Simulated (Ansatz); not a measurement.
Consider LuI3 in the ReO3 type structure (space group Pm-3m, No. 221; a = 5.844 Å; a hypothetical phase, not in the database extracts checked). Axes: x, y, z lie along the cube axes.

Calculations: DFT with PBEsol, PAW potentials and a 420 eV plane-wave cutoff in Ansatz (a program for electronic structure), no SOC.

It is then changed as follows: uniaxial strain ε_zz = −1.48 %, all other strain components held at zero, atoms relaxed at fixed cell.

**Question.** Predict the stress tensor and what it implies for the stiffness.

**Answer.** Stress of the strained cell less that of the base (GPa, compression positive):
```
   0.10    0.00    0.00
   0.00    0.10    0.00
   0.00    0.00    1.06
```

Then −Δσ_ii/ε with ε = -0.0148 gives secant stiffness values (nonlinear terms included at this strain): C33 ≈ 72 GPa.

No phonon test of stability was made.
